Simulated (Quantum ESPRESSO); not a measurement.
A self-consistent single point of HRh (Fm-3m, 2 atoms in the cell) with Quantum ESPRESSO.

Method of the run: LDA (PZ), GBRV 1.5 ultrasoft (LDA) pseudopotentials (plane waves; Quantum ESPRESSO).

```
CELL_PARAMETERS angstrom
      0.00000     2.02254     2.02254
      2.02254     0.00000     2.02254
      2.02254     2.02254     0.00000
ATOMIC_POSITIONS crystal
  H  0.50000 0.50000 0.50000
  Rh 0.00000 0.00000 0.00000
```
Moments meant for the start (each program seeds them in its own way; μB, in the order of the atoms H Rh): 0.0 1.0.

Reference input (self-consistent single point, DFT, LDA (PZ), plane waves, GBRV 1.5 ultrasoft (LDA) pseudopotentials): ecutwfc = 40 Ry; ecutrho = 320 Ry; occupations = smearing; smearing = gauss; degauss = 0.0073499 Ry; nspin = 2; potentials = {H: h_lda_v1.4.uspp.F.UPF, Rh: rh_lda_v1.4.uspp.F.UPF}; K_POINTS = automatic 12 12 12 0 0 0; conv_thr = 1e-10 Ry; mixing_beta = 0.4. This run's input differs from it in these lines:

```diff
@@ -16,3 +16,3 @@
     smearing = 'gauss',
-    degauss = 0.0073499,
+    degauss = 0.0036749,
     nspin = 2,
@@ -35,3 +35,3 @@
 K_POINTS automatic
-12 12 12  0 0 0
+7 7 7  0 0 0
```

Output (repeated stretches shortened):

```
     Self-consistent Calculation

     iteration #  1     ecut=    40.00 Ry     beta= 0.40

     negative rho (up, down):  2.769E-02 2.673E-02

     total energy              =    -172.34894472 Ry
     estimated scf accuracy    <       0.58961916 Ry

     total magnetization       =     0.70 Bohr mag/cell
     absolute magnetization    =     0.71 Bohr mag/cell

     iteration #  2     ecut=    40.00 Ry     beta= 0.40

     negative rho (up, down):  2.686E-02 2.734E-02

     total energy              =    -172.48831510 Ry
     estimated scf accuracy    <       0.00941796 Ry

     total magnetization       =     0.69 Bohr mag/cell
   [... lines left out ...]

     negative rho (up, down):  2.649E-02 2.740E-02

     total energy              =    -172.49078615 Ry
     estimated scf accuracy    <       0.00002023 Ry

     total magnetization       =     0.16 Bohr mag/cell
     absolute magnetization    =     0.17 Bohr mag/cell

     iteration #100     ecut=    40.00 Ry     beta= 0.40

     negative rho (up, down):  2.644E-02 2.745E-02

     total energy              =    -172.49075915 Ry
     estimated scf accuracy    <       0.00002010 Ry

     total magnetization       =     0.16 Bohr mag/cell
     absolute magnetization    =     0.17 Bohr mag/cell
     End of self-consistent calculation

     convergence NOT achieved after 100 iterations: stopping

   JOB DONE.
```

The run ended unconverged after 100 iterations. 

The starting cell comes from a database of computed structures (which also holds hypothetical and non-ambient phases and stackings), without a prior relaxation at this level. Its lattice was rescaled by up to half a per cent.

Cost on one core of a shared machine: roughly 70 s.
